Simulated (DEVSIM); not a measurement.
Structure: Pt/Al2O3/SiO2/p-Si capacitor, at 300 K.

```csv
layer (left to right),material,thickness (nm),Na (cm⁻³)
1,Al2O3,3.50,-
2,SiO2,0.640,-
3,Si,550,1.1e17
```

Metal gate on the left, work function 5.6 eV. Fixed charge at the semiconductor interface 2e12 cm⁻² (in units of +e); no interface traps.

The device is made up for the run: typed textbook-type constants, with dimensions and the other settings drawn at random. Values at 300 K.

```csv
parameter,Al2O3,SiO2,Si
gap (eV),6.8,9,1.124
affinity (eV),1.35,0.9,4.05
permittivity,9,3.9,11.7
Nc (cm⁻³),-,-,2.86e19
Nv (cm⁻³),-,-,3.1e19
```

Simulated with DEVSIM: 1D Poisson equation in equilibrium, Boltzmann statistics, complete ionisation; no quantum confinement or tunnelling. Metal contacts follow the ideal Schottky-Mott rule: no Fermi-level pinning, no interface dipoles.

### Question
Give the band bending (positive: bands bend down) and minority sheet density.

### Answer

```json
[
 {"Vg (V)": "0", "ψs (V)": "-0.131", "minority carriers (cm⁻²)": "< 1e8"},
 {"Vg (V)": "0.3", "ψs (V)": "-0.041", "minority carriers (cm⁻²)": "< 1e8"},
 {"Vg (V)": "0.6", "ψs (V)": "0.182", "minority carriers (cm⁻²)": "< 1e8"},
 {"Vg (V)": "0.9", "ψs (V)": "0.451", "minority carriers (cm⁻²)": "< 1e8"},
 {"Vg (V)": "1.2", "ψs (V)": "0.729", "minority carriers (cm⁻²)": "3.1e8"},
 {"Vg (V)": "1.5", "ψs (V)": "0.940", "minority carriers (cm⁻²)": "7.5e11"}
]
```
